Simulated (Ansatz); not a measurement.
We consider CsCl-type RuAl, described by r²SCAN in Ansatz (PAW).

Numerical settings: plane-wave cutoff 600 eV, 16×16×16 k mesh, Fermi–Dirac smearing 0.1 eV, finite displacements, force constants from a 4×4×4 q mesh, no spin polarisation, scalar-relativistic PAW data made under PBE.

Computed at the level's own relaxed cell. Harmonic vibrational thermodynamics at fixed volume:

```tsv
T (K)	S_vib (J/K per mol of atoms)	C_V (J/K per mol of atoms)	F_vib (eV/atom)
100	5.94	11.03	0.0426
200	16.63	19.30	0.0308
400	31.63	23.29	-0.0206
600	41.28	24.18	-0.0968
800	48.28	24.51	-0.1899
900	51.18	24.60	-0.2415
1000	53.77	24.66	-0.2959
```

The crystal is taken as a harmonic solid at every temperature: melting, phase changes and thermal expansion are not seen, nor the electrons' share in a metal.

Ansatz is a first-principles code.
